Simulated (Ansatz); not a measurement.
# How far PBE-D3(BJ) and r2SCAN+rVV10 part for Sb, biaxial strain −0.75 %, plane normal [001], relaxed out of plane

Start from Sb (space group R-3m, No. 166; a = 4.3197 Å, c = 11.0234 Å (hexagonal axes); relaxed with 0.1 eV smearing). Axes: x lies along a and z along c of the hexagonal cell.

(Cell as relaxed with PBE-D3(BJ).)

Levels (all Ansatz, a program for electronic structure, PAW): PBE-D3(BJ) (420 eV, no SOC); r2SCAN+rVV10 (500 eV, no spin-orbit coupling).

Each level relaxes its own structure.

```tsv
base	PBE-D3(BJ)	r2SCAN+rVV10
volume per atom	29.69 Å³	30.63 Å³
lattice parameter a	4.320 Å	4.326 Å
band gap	zero	zero
```

One thing is altered: compressive biaxial strain of 0.75 % in the plane normal to [001], as in epitaxy on a mismatched substrate; the out-of-plane cell vector and the atoms relax.

| quantity | PBE-D3(BJ) | r2SCAN+rVV10 |
|---|---|---|
| out-of-plane strain | +0.83 % | ___ |
| energy relative to the base (free energy F) | +0.9 meV/atom | ___ |
| shortest interatomic distance | 2.927 Å | ___ |

Given the PBE-D3(BJ) results, estimate those of r2SCAN+rVV10.


- out-of-plane strain, r2SCAN+rVV10: +0.88 %
- energy relative to the base (free energy F), r2SCAN+rVV10: +1.0 meV/atom
- shortest interatomic distance, r2SCAN+rVV10: 2.912 Å

PBE-D3(BJ)'s out-of-plane strain lies 0.05 % below r2SCAN+rVV10's; PBE-D3(BJ)'s shortest interatomic distance lies 0.015 Å above r2SCAN+rVV10's (0.5 %). Neither level is exact; r2SCAN+rVV10 is the comparison here, not a measurement.

Spin-orbit coupling, missing from the scalar runs, can matter with Sb. Stability against distortions was not tested.
